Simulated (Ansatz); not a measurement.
Density of states of AlAs (F-43m) above the conduction band minimum, HSE06, rigid bands run with Ansatz (an electronic-structure program); cell volume 45.7 Å³.

(energy from edge (eV), 10⁻³ states/eV/cell): (0.006, 13.9); (0.031, 34.7); (0.056, 48.0); (0.081, 58.9); (0.106, 69.4); (0.131, 78.6); (0.156, 88.6); (0.181, 98.1); (0.206, 107); (0.231, 116); (0.256, 126); (0.281, 136); (0.319, 150); (0.344, 160); (0.369, 171); (0.394, 181); (0.419, 192); (0.444, 202); (0.469, 215); (0.494, 225); (0.519, 236); (0.544, 247); (0.569, 258); (0.594, 268)

Question: What effective density of states at 300 K does this give (∫ g(E) exp(−E/k_BT) dE, both spins, divided by the cell's size)?

Answer: 1.6e19 cm⁻³, a density-of-states mass of 0.74 mₑ, valleys and band degeneracy included.

Spin-orbit coupling is left out. Geometry: cell and atoms relaxed with PBEsol.
